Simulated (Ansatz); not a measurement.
**CaWO4 (I4₁/a, No. 88)**

Calculation: PBEsol in Ansatz (plane waves, PAW).

Run with plane-wave cutoff 500 eV, 10×10×10 k mesh, gaussian smearing 0.02 eV, no spin polarisation, scalar-relativistic PAW data made under PBE.

Cell: relaxed at this level.

| Property | Result |
|---|---|
| volume per atom | 12.79 Å³/atom |
| equilibrium lattice constant a | 5.223 Å |
| lattice parameter c | 11.253 Å |
| band gap | 4.09 eV (on the SCF k mesh) |

Measured, for comparison: band gap 5.2 ± 0.3 eV (temperature not stated, not corrected to a static lattice, absorption, reflection, one- and two-photon excitation; as tabulated in Mikhailik et al. (2004), doi:10.1103/physrevb.69.205110).

Spin–orbit coupling is not included.

The computed numbers hold no vibrational or temperature effects.

Ansatz is a quantum-chemistry and plane-wave program.
